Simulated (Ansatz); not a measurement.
# Input and output of a self-consistent single point for Sr₅As₃O₁₂F (P6_3/m, 42 atoms in the cell) (Ansatz)

Method: LDA (PW92), default PAW files made with PBE (plane waves; Ansatz, a program for electronic structure).

The input file:

Ansatz 0.2 input:
```yaml
crystal:
  lattice:
    - [9.92406600, 0.00000000, 0.00000000]
    - [-4.96203300, 8.59449300, 0.00000000]
    - [0.00000000, 0.00000000, 7.34619300]
  atoms:
    - { symbol: Sr, position: [0.33333300, 0.66666700, 0.00132000] }
    - { symbol: Sr, position: [0.66666700, 0.33333300, 0.50132000] }
    - { symbol: Sr, position: [0.66666700, 0.33333300, 0.99868000] }
    - { symbol: Sr, position: [0.33333300, 0.66666700, 0.49868000] }
    - { symbol: Sr, position: [0.23777000, 0.98886000, 0.25000000] }
    - { symbol: Sr, position: [0.24891000, 0.23777000, 0.75000000] }
    - { symbol: Sr, position: [0.01114000, 0.24891000, 0.25000000] }
    - { symbol: Sr, position: [0.76223000, 0.01114000, 0.75000000] }
    - { symbol: Sr, position: [0.75109000, 0.76223000, 0.25000000] }
    - { symbol: Sr, position: [0.98886000, 0.75109000, 0.75000000] }
    - { symbol: As, position: [0.40023000, 0.37000000, 0.25000000] }
    - { symbol: As, position: [0.03023000, 0.40023000, 0.75000000] }
    - { symbol: As, position: [0.63000000, 0.03023000, 0.25000000] }
    - { symbol: As, position: [0.59977000, 0.63000000, 0.75000000] }
    - { symbol: As, position: [0.96977000, 0.59977000, 0.25000000] }
    - { symbol: As, position: [0.37000000, 0.96977000, 0.75000000] }
    - { symbol: O, position: [0.32360000, 0.48610000, 0.25000000] }
    - { symbol: O, position: [0.83750000, 0.32360000, 0.75000000] }
    - { symbol: O, position: [0.51390000, 0.83750000, 0.25000000] }
    - { symbol: O, position: [0.67640000, 0.51390000, 0.75000000] }
    - { symbol: O, position: [0.16250000, 0.67640000, 0.25000000] }
    - { symbol: O, position: [0.48610000, 0.16250000, 0.75000000] }
    - { symbol: O, position: [0.59400000, 0.47010000, 0.25000000] }
    - { symbol: O, position: [0.12390000, 0.59400000, 0.75000000] }
    - { symbol: O, position: [0.52990000, 0.12390000, 0.25000000] }
    - { symbol: O, position: [0.40600000, 0.52990000, 0.75000000] }
    - { symbol: O, position: [0.87610000, 0.40600000, 0.25000000] }
    - { symbol: O, position: [0.47010000, 0.87610000, 0.75000000] }
    - { symbol: O, position: [0.34380000, 0.25410000, 0.06880000] }
    - { symbol: O, position: [0.08970000, 0.34380000, 0.56880000] }
    - { symbol: O, position: [0.74590000, 0.08970000, 0.06880000] }
    - { symbol: O, position: [0.65620000, 0.74590000, 0.56880000] }
    - { symbol: O, position: [0.91030000, 0.65620000, 0.06880000] }
    - { symbol: O, position: [0.25410000, 0.91030000, 0.56880000] }
    - { symbol: O, position: [0.65620000, 0.74590000, 0.93120000] }
    - { symbol: O, position: [0.91030000, 0.65620000, 0.43120000] }
    - { symbol: O, position: [0.25410000, 0.91030000, 0.93120000] }
    - { symbol: O, position: [0.34380000, 0.25410000, 0.43120000] }
    - { symbol: O, position: [0.08970000, 0.34380000, 0.93120000] }
    - { symbol: O, position: [0.74590000, 0.08970000, 0.43120000] }
    - { symbol: F, position: [0.00000000, 0.00000000, 0.25000000] }
    - { symbol: F, position: [0.00000000, 0.00000000, 0.75000000] }
basis:
  ecutwfc: 30.9 Ry
kpoints:
  mp_grid: { grid: [2, 2, 3] }
hamiltonian:
  xc: lda
  pseudopotentials: { kind: paw }
scf:
  occupations: { method: methfessel_paxton, width: 0.0147 Ry }
output:
  forces: true
  eigenvalues: true
  stress: true
```

The program printed (abridged):

```
WARN the atoms were moved onto the symmetric positions of the space group found under crystal.symmetry.tolerance 1.0e-5 (fractional …
WARN ansatz: RAYON_NUM_THREADS=1 ignored (pool sized by the plan → 1); use --threads N
Pseudopotentials: kind: paw
Pseudopotential: Sr, paw, valence charge 10
Pseudopotential: As, paw, valence charge 15
Pseudopotential: O, paw, valence charge 6
Pseudopotential: F, paw, valence charge 7
Crystal: 42 atoms, lattice volume = 626.574 Å³
Basis set: ecut = 420.4159175005146 eV, 12361 PW (Γ)
Bands: 216, of which v1, the nominal top of the filled ones, is band 174 counted from 1 (173 counted from 0)
Symmetry: 12 space group operations
Space group: P63/m (ITA 176), of the structure as read, at distance tolerance 8.6e-5 Å
k-points: 4 of 12
PAW frozen core: Sr, regenerated for the run's functional, and the local potential with it
PAW frozen core: As, regenerated for the run's functional, and the local potential with it
PAW frozen core: O, regenerated for the run's functional, and the local potential with it
PAW frozen core: F, regenerated for the run's functional, and the local potential with it
Initial density: superposition of atomic densities (neutral atoms: chi_scale 0, normalization atom), corrected by the library's trained network
Initial wavefunctions: pseudopotential atomic-orbital guess
Eigensolver: davidson
Functional: x = slater, c = lda
SCF iter   1: F=—  HF=-78037.947228 eV  |F-HF|=—  |Δ(HF+E_count)|=         —  Δρ=1.47e-2  dr2=1.20e0  ethr=1.77e-3  ⟨swp⟩=9.8  Hψ=4606  notcnv=0
all-band conjugate gradients solve this SCF's bands
preconditioner: auto → Resta (q_TF=auto, 2.474 Å⁻¹)
SCF iter   2: F=—  HF=-78037.625495 eV  |F-HF|=—  |Δ(HF+E_count)|=   3.22e-1  S|Δr|=    0.00e0  Δρ=4.08e-3  dr2=4.39e-2  ethr=3.44e-4  ⟨swp⟩=2.0  Hψ=1556  notcnv=0  defer=11
SCF iter   3: F=—  HF=-78037.613634 eV  |F-HF|=—  |Δ(HF+E_count)|=   1.19e-2  S|Δr|=    0.00e0  Δρ=1.86e-3  dr2=1.53e-2  ethr=1.26e-5  ⟨swp⟩=2.0  Hψ=1256  notcnv=0  defer=11
SCF iter   4: F=—  HF=-78037.611116 eV  |F-HF|=—  |Δ(HF+E_count)|=   2.52e-3  S|Δr|=    0.00e0  Δρ=8.89e-4  dr2=3.75e-3  ethr=4.40e-6  ⟨swp⟩=2.0  Hψ=1230  notcnv=0  defer=11
SCF iter   5: F=—  HF=-78037.609640 eV  |F-HF|=—  |Δ(HF+E_count)|=   1.48e-3  S|Δr|=    0.00e0  Δρ=2.05e-4  dr2=2.07e-4  ethr=1.08e-6  ⟨swp⟩=2.0  Hψ=1416  notcnv=0  defer=11
SCF iter   6: F=—  HF=-78037.609578 eV  |F-HF|=—  |Δ(HF+E_count)|=   6.25e-5  S|Δr|=    0.00e0  Δρ=7.70e-5  dr2=3.43e-5  ethr=5.95e-8  ⟨swp⟩=2.0  Hψ=1416  notcnv=0  defer=11
SCF iter   7: F=—  HF=-78037.608515 eV  |F-HF|=—  |Δ(HF+E_count)|=   1.06e-3  S|Δr|=    0.00e0  Δρ=1.97e-5  dr2=3.35e-6  ethr=9.85e-9  ⟨swp⟩=2.0  Hψ=1044  notcnv=0  defer=10
SCF iter   8: F=—  HF=-78037.608515 eV  |F-HF|=—  |Δ(HF+E_count)|=   3.55e-8  S|Δr|=    0.00e0  Δρ=8.81e-6  dr2=5.30e-7  ethr=9.63e-10  ⟨swp⟩=2.0  Hψ=1187  notcnv=0  defer=10
SCF iter   9: F=—  HF=-78037.608515 eV  |F-HF|=—  |Δ(HF+E_count)|=   3.76e-8  S|Δr|=    0.00e0  Δρ=5.93e-6  dr2=1.83e-7  ethr=2.87e-11  ⟨swp⟩=14.8  Hψ=5469  notcnv=0
SCF iter  10: F=-78037.608515 eV  HF=-78037.608515 eV  |F-HF|=1.02e-9  |Δ(HF+E_count)|=   2.94e-8  S|Δr|=    0.00e0  Δρ=1.14e-6  dr2=1.01e-8  ethr=2.87e-11  ⟨swp⟩=5.0  Hψ=2568  notcnv=0
SCF 1 converged in 10 iterations: F = -78037.608515 eV  dr2 = 1.01e-8
SCF converged after 10 iterations
Stability not checked (fill_not_monotonic)
Free energy (F): -78037.608515 eV
Harris-Foulkes:  -78037.608515 eV  (|F-HF|=1.02e-9)
Internal energy: -78037.608515 eV  (E = F + TS)
E sigma→0 (E₀):  -78037.608515 eV
Fermi energy:    7.812924 eV
Step filling:    the computed levels leave a gap of 4.3549 eV = 21.8 smearing widths
--- Per-component energies (eV) ---
  E_band       = -2821.221717
  E_kinetic    = 7702.181000
  E_local      = -31221.342502  (includes V_loc(G=0)·N_el)
  E_nonlocal   = -531.414968
  E_hartree    = 12971.442050
  E_xc         = -4091.212184
  E_vxc        = -4544.728103  (∫ρ·V_xc dr)
  E_paw        = -40449.695855  (= ΣΔE_a)
  E_vpaw       = -168.865182  (= ΣTr[D̂ρ^β])
  E_aug_tail   = 0.063731  (compensation charges beyond the density's cutoff)
  E_ewald      = -22435.575141
  E_core_change = 17.945354  (= ΣΔE_core)
  E_smearing   = 0.000000  (= −TS)
  E_closure    = 0.000000  (closes the sum)
  Σ components = -78037.608515   (vs F -78037.608515, Δ=0.00e0)
--- Forces (eV/Å), atoms counted from 1 ---
  atom   1  Sr    -0.00000000    -0.00000000    -0.05935872
  atom   2  Sr     0.00000000     0.00000000    -0.05935872
  atom   3  Sr     0.00000000     0.00000000     0.05935872
  atom   4  Sr    -0.00000000    -0.00000000     0.05935872
  atom   5  Sr     0.17042784     0.13858050     0.00000000
  atom   6  Sr    -0.03480032     0.21688509     0.00000000
   [... 31 lines left out ...]
  atom  38  O     -0.01744137    -0.71997028     0.93608013
  atom  39  O      0.61479187    -0.37508981     0.93608013
  atom  40  O      0.63223323     0.34488047     0.93608013
  atom  41  F      0.00000000     0.00000000     0.00000000
  atom  42  F      0.00000000    -0.00000000     0.00000000
  max |Σ_I F_I| component: 4.44e-16 eV/Å
--- Stress (GPa, compression-positive) ---
        0.442795       0.000000       0.000000
       -0.000000       0.442795       0.000000
        0.000000       0.000000       0.495903
  P = ⅓ Tr σ = 0.4605 GPa (4.605 kbar)
  The stress holds the Pulay correction. Without it, at fixed plane waves, as pw.x and ABINIT print it: P = -0.2305 GPa
--- Band table (eV) ---
  k-point 0: bands = ["-29.3937", "-29.3937", "-29.3937", "-29.3936", "-29.3936", "-29.3936", "-29.3887", "-29.3887", "-29.3887", "-29.3886", "-29.3886", "-29.3886", "-29.3787", "-29.3787", "-29.3787", "-29.3786", "-29.3786", "-29.3786", "-29.2668", [...]
  k-point 1: bands = ["-29.3936", "-29.3936", "-29.3936", "-29.3936", "-29.3936", "-29.3936", "-29.3886", "-29.3886", "-29.3886", "-29.3886", "-29.3886", "-29.3886", "-29.3787", "-29.3787", "-29.3787", "-29.3786", "-29.3786", "-29.3786", "-29.2668", [...]
  k-point 2: bands = ["-29.3937", "-29.3937", "-29.3936", "-29.3936", "-29.3936", "-29.3936", "-29.3887", "-29.3887", "-29.3887", "-29.3886", "-29.3886", "-29.3886", "-29.3787", "-29.3787", "-29.3787", "-29.3786", "-29.3786", "-29.3786", "-29.2668", [...]
  k-point 3: bands = ["-29.3936", "-29.3936", "-29.3936", "-29.3936", "-29.3936", "-29.3936", "-29.3886", "-29.3886", "-29.3886", "-29.3886", "-29.3886", "-29.3886", "-29.3787", "-29.3787", "-29.3787", "-29.3786", "-29.3786", "-29.3786", "-29.2668", [...]
```

The run converged in 10 iterations.

The starting cell comes from a database of published, mostly measured structures (it also holds non-ambient and calculated ones), without a prior relaxation at this level. Its lattice was rescaled by a random factor within 2.5 % of one. Forces in this geometry exceed 1 eV/Å. Ansatz's pressure includes its estimate of the finite-basis (Pulay) stress. Without the estimate this run gives -0.23 GPa.
